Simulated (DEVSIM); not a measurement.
Device: abrupt Si p-n junction, at 300 K.

Layer 1 from the left is Si, thickness (μm) 0.0380, Na (cm⁻³) 2.4e16, τn (s) 0.00011, τp (s) 0.00011. Layer 2 from the left is Si, thickness (μm) 0.550, Nd (cm⁻³) 1.2e17, τn (s) 0.00011, τp (s) 0.00011.

Left contact: ohmic. Right contact: ohmic. Voltage is applied to the left contact. Recombination: SRH at mid-gap, Auger. Mobility is constant in doping.

This is a model device: material constants are rounded textbook-type values typed into the input, and sizes, dopings and lifetimes were drawn at random. Values at 300 K.

Si: gap (eV) 1.124, affinity (eV) 4.05, permittivity 11.7, Nc (cm⁻³) 2.86e19, Nv (cm⁻³) 3.1e19, μn (cm²/Vs) 1417, μp (cm²/Vs) 470, Cn (cm⁶/s) 2.8e-31, Cp (cm⁶/s) 9.9e-32.

DEVSIM, 1D drift-diffusion, Boltzmann statistics, complete ionisation; no tunnelling, impact ionisation, image-force lowering or self-heating.

Problem. What does the simulation give for the largest field in the device at zero bias, the dark forward voltage at 100 A/cm², the potential step across the device at zero bias?

Solution. largest field in the device at zero bias 120000 V/cm; dark forward voltage at 100 A/cm² 0.559 V; potential step across the device at zero bias 0.797 V.
